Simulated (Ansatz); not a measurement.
**WSi$_{2}$ (I4/mmm): band-structure transport figures**

Input:

```
WSi2
1.0
   -1.60106     1.60106     3.90868
    1.60106    -1.60106     3.90868
    1.60106     1.60106    -3.90868
Si W
2 1
Direct
  0.33443   0.33443   0.00000
  0.66557   0.66557   0.00000
  0.00000   0.00000   0.00000
```

All values below come from r2SCAN, rigid bands (plane waves, PAW, scalar-relativistic; Ansatz, an electronic-structure program). Condition of this run: functional r2SCAN on the same cell. How the cell was made: cell and atoms relaxed with PBEsol.

```yaml
density of states at the Fermi level: 0.196 states/(eV·cell), both spins
bare Sommerfeld coefficient: 0.154 mJ/(mol of atoms·K²)
drude_plasma_energy: 2.7 (x), 2.7 (y), 3.0 (z) eV
root-mean-square Fermi velocity: 7.8e5 m/s
resistivity times τ: 69 (x), 69 (y), 55 (z) ×10⁻²² Ω·m·s
```

A metal at this level (no band gap); rigid bands, thermally averaged at 300 K, both spins. Spin-orbit coupling is left out, which matters with elements this heavy. τ is one relaxation time for all states.
